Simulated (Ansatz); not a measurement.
An Ansatz (a program for electronic structure) input (LDA in Ansatz (plane waves to 420 eV, PAW, no SOC)):

Ansatz 0.2 input:
```yaml
crystal:
  lattice:
    - [2.8121981678, 0, 0]
    - [-1.4060990839, 2.4978821065, 0]
    - [0, 0, 2.8115338505]
  atoms:
    - { symbol: W, position: [0, 0, 0] }
    - { symbol: C, position: [0.3333333333, 0.6666666667, 0.5] }
basis: { ecutwfc: 420, ecutrho_ratio: 4, xc_grid: 2, fft_grid_basis: typed }
kpoints: { mp_grid: { grid: [23, 23, 20] } }
hamiltonian:
  xc: lda
  dispersion: none
  pseudopotentials: { kind: paw }
scf: { occupations: { method: fermi_dirac, width: 0.1 }, convergence: { dr2_threshold: 0.0000000002 } }
relax: { f_tol: 0.005, max_steps: 50 }
output: { forces: true, stress: true }
checkpoint: { write: state.ck, write_every: 1000 }
```

Q: Which symmetry and how many k-points will the program report, and about how many plane waves at Γ?

A: Space group Amm2 (ITA 38) with 4 operations, k-points 1584 of 10580, and 405 plane waves at Γ.

Q: And the final pressure?

A: 10.86 GPa (compression positive).

The cells carry an imposed strain or load. No phonon test of stability was made. The final runs are not spin-polarised. The cell was made from WC (space group P-6m2, No. 187) by this change: uniaxial strain ε_xx = −2.50 %.
